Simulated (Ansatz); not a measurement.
Functionals compared on the (22-43) surface of hcp Zr in its 1x1 cell, outermost plane spacing 0.37 Å in the ideal cut, in Ansatz (plane waves, PAW). The structure was relaxed with PBE; the other rows are single points on it. Cutoff 420 eV (500 eV for r2SCAN).

Slab: 29 atoms, 10.2 Å thick at the start (thin: gaps and levels are the slab's own); k 7x4x1, smearing 0.1 eV, dipole-corrected; all atoms relaxed; symmetry of the start imposed; no spin, no spin-orbit, no U. These notes are the PBE run's.

| functional | work function of the top face (eV) | rough cost of the single point |
|---|---|---|
| PBE | 3.47 | – |
| LDA | 3.71 | about 13 core-minutes (a rough figure) |
| PBEsol | 3.54 | very roughly 14 core-minutes |
| RPBE | [?] | around 13 core-minutes (rough) |
| r2SCAN | 3.45 | about 24 core-minutes (a rough figure) |

Q: Fill in the missing entries.

A: 
- RPBE, work function of the top face (eV): 3.33

Ansatz is a first-principles code.
